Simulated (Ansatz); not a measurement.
# Cohesive energy of B (model structure, started from the diamond type, Fd-3m, No. 227, 2 atoms in the cell) at several levels of theory

No measured value is used here.

```json
[
 {"level (code)": "LDA (Ansatz)", "value (eV/atom)": "(withheld)", "cell (Å³/atom)": "8.01"},
 {"level (code)": "PBE (Ansatz)", "value (eV/atom)": "5.30", "cell (Å³/atom)": "8.31"},
 {"level (code)": "PBEsol (Ansatz)", "value (eV/atom)": "5.70", "cell (Å³/atom)": "8.19"},
 {"level (code)": "PBE-D3(BJ) (Ansatz)", "value (eV/atom)": "(withheld)", "cell (Å³/atom)": "8.18"},
 {"level (code)": "r²SCAN (Ansatz)", "value (eV/atom)": "5.19", "cell (Å³/atom)": "8.32"},
 {"level (code)": "r²SCAN+rVV10 (Ansatz)", "value (eV/atom)": "5.31", "cell (Å³/atom)": "8.31"}
]
```

Q: Complete the blanks.

A: 
- LDA (Ansatz, a quantum-chemistry and plane-wave program), value (eV/atom): 6.15
- PBE-D3(BJ) (Ansatz), value (eV/atom): 5.48

Free atoms are spin-polarised, in the lowest state found; at levels without +SOC their spin–orbit coupling is left out.  Each level is taken at its own relaxed cell. Cutoffs differ between the levels. Ansatz's density-functional and Hartree–Fock values are scalar-relativistic unless marked +SOC, with PAW data made under PBE.

A model structure was made by putting elements into a prototype or built by hand; it is no filed structure, need not be a known phase, and can be a saddle point held by its symmetry.
